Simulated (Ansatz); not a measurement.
Given:

```xyz
3
Lattice="3.0139 0.0000 0.0000 1.5069 2.6101 0.0000 1.5069 -0.8700 5.8969" Properties=species:S:1:pos:R:3 pbc="T T T"
Mo     3.0139     0.0000     0.0007
S      3.0139     1.7401     1.5966
S      4.5208     0.8700     4.2989
```

No spin polarisation.

All numbers come from PBEsol-D3(BJ)/PAW in Ansatz (a first-principles code), no spin-orbit coupling, earlier PAW set. Γ-centred 12×12×12 mesh, Fermi–Dirac width 0.05 eV.

Question: Predict the hole mass and band gap.

Answer: 
```json
{
 "hole_mass": "0.86 mₑ along k, 0.77 mₑ across (at T)",
 "band_gap": "0.61 eV"
}
```

The cells carry an imposed strain or load. Effective masses come from finite differences of ±0.01 Å⁻¹. Along k means along the line from Γ to the band edge. No phonon test of stability was made. The cell was made from MoS₂ in the 3R-MoS2 type structure (space group R3m, No. 160; layered, stacked along the Cartesian z axis) by this change: biaxial strain −3.27 %, plane normal [001], relaxed out of plane.
